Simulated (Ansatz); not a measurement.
Partial pair distribution functions of a relaxed model of amorphous Si24O51Y2, broadened by 0.06 Å; density 2.38 g/cm³. Computed with PBE, scalar-relativistic without spin-orbit coupling (plane waves to 420 eV, PAW; Ansatz, a quantum-chemistry and plane-wave program).

It comes from a melt-quench run on a machine-learned potential (CHGNet), relaxed afterwards by DFT. O atoms were pushed apart under 1.9 Å during the dynamics, to hinder bonds among them. The hot cell started wider than the set density and was brought back towards it in steps. It is the lowest in DFT energy of 2 quenches. It is a model cell: composition and starting density were chosen by hand, and all elements were melted together. No dispersion term was used. Its density started from a set value of 2.38 and ended at 2.38 g/cm³. The quench (nominally 320 K/ps over its main leg) was far faster than any real one, so the model tends to hold more defects than a real film. A cell of this size samples the disorder only roughly. The volume was held where the preparation left it, at a PBE pressure of -1.8 GPa (tension). Stress components on the final sampling reach 3.2 GPa.

```
r (Å)  g Si-O  g O-Y  g Si-Si  g O-O
-----  ------  -----  -------  -----
1.40     0.02   0.00     0.00   0.00
1.50     1.75   0.00     0.00   0.00
1.60    14.40   0.00     0.00   0.00
1.70    10.15   0.00     0.00   0.00
1.80     0.71   0.00     0.00   0.00
1.90     0.01   0.04     0.00   0.00
2.00     0.00   1.67     0.00   0.00
2.10     0.00   5.91     0.00   0.00
2.20     0.00   2.46     0.00   0.00
2.30     0.00   0.62     0.00   0.01
2.40     0.00   1.93     0.00   0.26
2.50     0.00   2.78     0.00   1.44
2.60     0.00   0.72     0.00   4.62
2.70     0.06   0.02     0.05   5.36
2.80     0.10   0.00     0.69   2.51
2.90     0.09   0.21     2.37   0.92
3.00     0.12   0.67     3.59   0.51
3.10     0.19   0.13     3.78   0.43
3.20     0.53   0.02     3.40   0.46
3.30     0.90   0.36     1.28   0.58
3.40     1.05   0.52     0.12   0.56
3.50     0.95   0.53     0.00   0.60
3.60     0.91   0.32     0.03   0.64
3.70     1.28   0.41     0.25   0.50
3.80     1.62   0.06     0.71   0.64
3.90     1.89   0.36     0.67   0.59
4.00     1.92   1.97     0.50   0.70
4.10     1.91   1.68     0.69   0.78
4.20     1.95   1.05     0.45   0.80
4.30     1.38   0.76     1.13   0.78
4.40     1.00   0.79     1.00   0.98
4.50     0.78   2.17     0.66   1.01
4.60     0.58   1.95     0.70   1.27
4.70     0.61   1.99     1.25   1.35
4.80     0.79   1.63     1.72   1.34
4.90     0.63   1.26     1.18   1.37
5.00     0.59   0.76     1.55   1.24
5.10     0.61   0.42     1.39   1.22
5.20     0.78   0.63     1.16   1.11
```

Within 1.90 Å each Si has 4.00 O neighbours on average.
